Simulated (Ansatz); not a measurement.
## metastable zinc-blende AlN: the defect Ga_Al

Computed with PBE, PAW (plane waves to 420 eV; Ansatz, a first-principles code). A 2×2×2 supercell of 64 sites was used; the energies come from a 2×2×2 shifted sampling of its zone. Site at the start: the Al site. Charged cells carry a point-charge image correction with potential alignment at far atoms. Dielectric constants: PBE linear response of the host. Host gap at this level: 3.31 eV. A cell of this size leaves errors of a few tenths of an eV. PBE underestimates the host's gap, which shifts levels and can delocalise carriers. Spin–orbit coupling is left out. Each state is the lowest found from its start.

Formation energies E_f are given with the Fermi level at the valence-band maximum. Chemical conditions: N-rich (Δμ(Al) = -2.69 eV, Δμ(Ga) = -0.89 eV, bounded by wurtzite Al0.5Ga0.5N, ordered; only phases computed here count, gases as isolated molecules at 0 K). Reference phases: Al: fcc Al, Ga: alpha gallium.

| charge | moment (μB) | largest move off a lattice site (Å) | image correction with alignment (eV) | E_f, N-rich (eV) |
|---|---|---|---|---|
| +1* | 0.9 | 0.06 | – | – |
| 0 | not spin-polarised | 0.06 | 0.00 | 0.04 |
| −1* | 1.0 | 0.06 | – | – |

* At this level the carrier isn't localised at the defect: at charge +1 holes occupy the valence band; at charge −1 electrons occupy the conduction band. Such a state is shallow or no state of the defect, and this cell gives it no level.

Flagged in the runs: a doubtful potential alignment, a strain field that reaches the edge of the cell.
